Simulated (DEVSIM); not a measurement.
**abrupt Si p-n junction**

System: abrupt Si p-n junction, at 250 K.

| layer (left to right) | material | thickness (μm) | Nd (cm⁻³) | Na (cm⁻³) | τn (s) | τp (s) |
|---|---|---|---|---|---|---|
| 1 | Si | 0.450 | - | 2.1e15 | 0.00058 | 0.00058 |
| 2 | Si | 16.0 | 6.6e17 | - | 0.00058 | 0.00058 |

Left contact: ohmic. Right contact: ohmic. Voltage is applied to the left contact. Recombination: SRH at mid-gap. Mobility is μmin + (μ − μmin)/(1 + (N/Nref)^α).

The device is made up for the run: typed textbook-type constants, with dimensions and the other settings drawn at random. Values at 300 K; Nc and Nv go as T^1.5, mobilities as T to minus their exponent, the gap by Varshni's rule with the affinity fixed.

```csv
parameter,Si
gap (eV),1.124
affinity (eV),4.05
permittivity,11.7
Nc (cm⁻³),2.86e19
Nv (cm⁻³),3.1e19
μn (cm²/Vs),1417
μp (cm²/Vs),470
"μn,min",52
"μp,min",45
"Nref,n",9.7e16
"Nref,p",2.2e17
αn,0.68
αp,0.72
T exponent of μn,2.3
T exponent of μp,2.2
Varshni α (eV/K),0.000473
Varshni β (K),636
```

DEVSIM, 1D drift-diffusion, Boltzmann statistics, complete ionisation; no tunnelling, impact ionisation, image-force lowering or self-heating.

Potential step across the device at zero bias: 0.860 V
Largest field in the device at zero bias: 45000 V/cm
Dark forward voltage at 1 A/cm²: 0.585 V
Dark forward voltage at 100 A/cm²: 0.705 V

Dark reverse current:

```json
[
 {"V (V)": "-0.04", "J (A/cm²)": "-1.1e-11"},
 {"V (V)": "-0.10", "J (A/cm²)": "-1.4e-11"},
 {"V (V)": "-0.20", "J (A/cm²)": "-1.6e-11"},
 {"V (V)": "-0.30", "J (A/cm²)": "-1.8e-11"},
 {"V (V)": "-0.40", "J (A/cm²)": "-2.0e-11"},
 {"V (V)": "-0.60", "J (A/cm²)": "-2.5e-11"},
 {"V (V)": "-0.80", "J (A/cm²)": "-2.9e-11"},
 {"V (V)": "-1.00", "J (A/cm²)": "-3.3e-11"},
 {"V (V)": "-1.30", "J (A/cm²)": "-4.0e-11"},
 {"V (V)": "-1.60", "J (A/cm²)": "-4.6e-11"},
 {"V (V)": "-2.00", "J (A/cm²)": "-5.5e-11"}
]
```

Dark forward current:

(V (V), J (A/cm²)): (0.05, 9.7e-11); (0.10, 9.8e-10); (0.15, 9.0e-9); (0.20, 8.1e-8); (0.25, 7.2e-7); (0.30, 6.3e-6); (0.35, 5.4e-5); (0.40, 0.00046); (0.45, 0.0038); (0.50, 0.030); (0.55, 0.24); (0.60, 1.8); (0.65, 13); (0.70, 85); (0.75, 370); (0.80, 990); (0.85, 1900); (0.90, 3000)
